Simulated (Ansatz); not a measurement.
The starting structures come from a database of crystals and need not be the phases stable at ambient conditions.

By PBEsol, the system below comes out a metal.

Crystal: Re2C (P6_3/mmc, not sure to be the ambient phase, 6 atoms a cell, 11.6 Å³ an atom, -8 GPa at this level); planes in its conventional cell.

Calculation: PBEsol (plane waves, PAW; Ansatz, a quantum-chemistry and plane-wave program).

Ballistic conductance counts the channels of both spins, as a mean over 0.1 eV about the Fermi level; spin-orbit coupling is left out.

| plane | area (Å²) | G/A (10¹⁵ S/m²) |
|---|---|---|
| (001) | 7.1 | 0.91 |
| (110) | 48.8 | (withheld) |

### Question
Complete the blanks.

### Answer

- (110), G/A (10¹⁵ S/m²): 0.49
